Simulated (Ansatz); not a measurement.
Functionals compared on a constructed model of the (100) surface of fcc Pd, a pseudomorphic layer of Co in the host's stacking (bottom of the slab: a bare face, its two planes held), in Ansatz (plane waves, PAW). The structure was relaxed with PBE; the other rows are single points on it. Cutoff 420 eV.

Model: 7-atom slab, 11.8 Å thick at the start, 13x13x1 mesh, Fermi-Dirac 0.1 eV, dipole correction, 2 atoms held, the rest relaxed; symmetry of the start imposed; spin-polarised, ending with about 2.7 μB a cell; orders that need a larger cell were not tried, no spin-orbit, no U. It is one candidate, not shown to be the stable structure of the face. These notes are the PBE run's.

```json
[
 {"functional": "PBE", "work function of the top face (eV)": "4.38", "magnetic moment of the cell (μB)": "2.73", "rough cost of the single point": "–"},
 {"functional": "RPBE", "work function of the top face (eV)": "4.14", "magnetic moment of the cell (μB)": "2.77", "rough cost of the single point": "around 5 core-minutes (rough)"}
]
```

Ansatz is an electronic-structure program.
